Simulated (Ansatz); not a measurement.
**Hypothetical Fm-3m WGe2, pressure series**

Take WGe₂ (space group Fm-3m, No. 225; a = 6.126 Å; a hypothetical phase, not in the database extracts checked) as the base.

Cell and atoms are relaxed at each pressure.

The values are results of PBE, PAW, 420 eV (Ansatz, a first-principles code; no spin-orbit coupling), not measurements.

```json
[
 {"P (GPa)": "-2.01", "V (Å³/atom)": "19.503"},
 {"P (GPa)": "-1.01", "V (Å³/atom)": "19.329"},
 {"P (GPa)": "3.00", "V (Å³/atom)": "18.708"},
 {"P (GPa)": "6.99", "V (Å³/atom)": "18.184"},
 {"P (GPa)": "15.00", "V (Å³/atom)": "17.323"},
 {"P (GPa)": "30.00", "V (Å³/atom)": "16.110"},
 {"P (GPa)": "50.00", "V (Å³/atom)": "14.964"},
 {"P (GPa)": "74.99", "V (Å³/atom)": "13.938"},
 {"P (GPa)": "100.00", "V (Å³/atom)": "13.169"}
]
```

A third-order Birch–Murnaghan fit to these points gives V₀ = 19.17 Å³/atom, B₀ = 119 GPa and B₀′ = 4.2. At pressure 100 GPa the volume is 68.7 % of V₀.

Load acts through the strain it causes; cell and atoms are relaxed under it. No phonon test of stability was made. No other phases were tried under pressure. All final runs are without spin polarisation. WGe2 has a high density of states at the Fermi level and may be magnetic at this level.
